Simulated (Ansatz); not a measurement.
## Effect of V → Ti on V

Take V in the bcc (W type) structure (space group Im-3m, No. 229; a = 2.9828 Å) as the base.

Modification: Ti takes the place of V on all its sites, then cell and atoms are relaxed.

Level of theory: Ansatz (an electronic-structure program) r2SCAN, scalar-relativistic without spin-orbit coupling. k-mesh 20×20×20 (Γ-centred); smearing 0.05 eV (Fermi–Dirac), for the changed cell.

| quantity | base | changed | shift |
|---|---|---|---|
| volume per atom | 13.27 Å³ | 17.21 Å³ | +3.94 Å³ |
| density | 6.38 g/cm³ | 4.62 g/cm³ | -1.76 g/cm³ |
| lattice parameter a | 2.983 Å | 3.253 Å | +0.270 Å |
| space group | Im-3m (No. 229) | Im-3m (No. 229) | – |
| shortest interatomic distance | 2.583 Å | 2.817 Å | +0.234 Å |
| band gap | zero | zero | – |

Final structure:

```
CELL_PARAMETERS angstrom
     -1.62638     1.62638     1.62638
      1.62638    -1.62638     1.62638
      1.62638     1.62638    -1.62638
ATOMIC_POSITIONS crystal
  Ti 0.00000 0.00000 0.00000
```

Whether these cells are dynamically stable was not tested. Seeded moments were not kept for the base. The final runs are not spin-polarised. This is not the structure that Ti has at room temperature and ambient pressure.
